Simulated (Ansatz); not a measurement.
Take VBiO4 (space group I4_1/a, No. 88; a = 5.107 Å, c = 11.576 Å) as the base. Axes: x, y, z lie along a, b, c of the conventional cell.

Structures relaxed with plane-wave PAW DFT at the PBEsol level (Ansatz, a program for electronic structure, 420 eV), no SOC, earlier PAW set.

Base:

Simulated powder pattern, Cu Kα1, λ = 1.54056 Å (kinematic, ideal powder, no thermal factors, no anomalous dispersion; the 8 strongest lines at most, above 2 %, up to 2θ = 90°):

| 2θ (°) | I/Imax (%) | hkl |
|---|---|---|
| 18.98 | 43 | (101) |
| 29.12 | 100 | (112) |
| 30.87 | 17 | (004) |
| 35.11 | 22 | (200) |
| 40.21 | 19 | (121) |
| 47.44 | 29 | (204) |
| 53.83 | 18 | (116) |
| 59.36 | 27 | (312) |

The change: tensile biaxial strain of 2.70 % in the plane normal to [001], as in epitaxy on a mismatched substrate; the out-of-plane cell vector and the atoms relax.

Problem. How do the reflections move or split?

Solution. 
Simulated powder pattern, Cu Kα1, λ = 1.54056 Å (kinematic, ideal powder, no thermal factors, no anomalous dispersion; the 8 strongest lines at most, above 2 %, up to 2θ = 90°):

```csv
2θ (°),I/Imax (%),hkl
18.65,42,(101)
28.81,100,(112)
31.79,15,(004)
34.16,23,(200)
39.20,20,(121)
47.36,29,(204)
54.82,17,(116)
57.92,28,(312)
```

The indices refer to the base's conventional cell; one index is shown for lines that coincide.

No phonon test of stability was made. Starting moments died away, wholly or in part, for the base; another magnetic solution may exist. All final runs are without spin polarisation.
